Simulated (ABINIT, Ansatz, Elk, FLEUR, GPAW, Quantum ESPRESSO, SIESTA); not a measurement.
**CdCo3N (Pm-3m, 5 atoms in the cell) computed with different codes at matched settings**

Self-consistent single point.

```yaml
crystal:
  lattice:
    - [3.85504, 0.00000, 0.00000]
    - [0.00000, 3.85504, 0.00000]
    - [0.00000, 0.00000, 3.85504]
  atoms:
    - { symbol: Cd, position: [0.00000, 0.00000, 0.00000] }
    - { symbol: Co, position: [0.50000, 0.50000, 0.00000], spin: 3.0 }
    - { symbol: Co, position: [0.00000, 0.50000, 0.50000], spin: 3.0 }
    - { symbol: Co, position: [0.50000, 0.00000, 0.50000], spin: 3.0 }
    - { symbol: N, position: [0.50000, 0.50000, 0.50000] }
```
(The spins are starting values, not results.)

All programs got the same cell, k-point mesh and kind of occupations, and the same starting moments (in Ansatz's words: kpoints.mp_grid.grid = 6 6 6; magnetization.spin_polarized = true; scf.occupations.method = gaussian; scf.occupations.width = 0.01 Ry); potentials, basis and cutoffs are each program's usual ones.

```csv
code,model,size of the net moment (μB/atom),k-points,cutoff
FLEUR,"PBEsol, all-electron FLAPW (FLEUR), scalar-relativistic valence",0.66,20,Kmax 4.7 1/bohr
Elk,"PBEsol, all-electron FP-LAPW, Elk's shipped species files, APW+lo basis with extra local orbitals",0.64,20,rgkmax 7.5
Ansatz,"PBEsol, PAW files made with PBE",0.66,20,default
GPAW,"PBEsol, GPAW PAW datasets PBEsol (made by gpaw-setup)",0.66,20,950 eV
ABINIT,"PBEsol, PAW (JTH v2.0 PBE PAW, files made for PBE)",0.66,20,30 Ha
Quantum ESPRESSO,"PBEsol, SSSP 1.1.2 efficiency (PBE) pseudopotentials",0.69,20,50 Ry
SIESTA,"GGA PBEsol, numerical atomic orbitals DZP, PseudoDojo PBEsol standard norm-conserving potentials (rewritten from UPF to PSML)",0.67,132,grid 400 Ry
```

The spread over the programs that give each value: size of the net moment within 0.05 μB/atom.

The starting cell comes from a database of computed structures (which also holds hypothetical and non-ambient phases and stackings), without a prior relaxation at this level. On Ansatz's run: The magnetic order is the one reached from the typed start; others were not searched systematically. In the base run, with a pressure of about -11 GPa the cell is away from its equilibrium volume at this level.

Problem. Why do the programs differ, and what cannot be compared?

Solution. Differences of this kind can come from the potentials, where these differ, and from what each basis and cutoff leave unconverged. The valence holds different numbers of electrons (FLEUR 68, Ansatz (a quantum-chemistry and plane-wave program) 76, GPAW 44, ABINIT 68, Quantum ESPRESSO 68, SIESTA 76). The zero of total energies and Fermi levels follows the potentials and each program's conventions, so they are not compared here. SIESTA uses small atom-centred bases, whose incompleteness enters pressures, forces and empty levels differently from a plane-wave cutoff. FLEUR and Elk treat all electrons, but the usual bases taken here (sphere radii, linearisation, local orbitals, empty states) were not tested for convergence, so the values are no reference for the others. Ansatz's smearing width was typed in Ry to four decimals, so it matches the others to a few per cent. Site moments depend on each program's spheres or projections; the total moment of the cell does not. The programs reduce the same mesh by symmetry to different extents, which changes the work and not the result.

Keys are those of Ansatz 0.2.
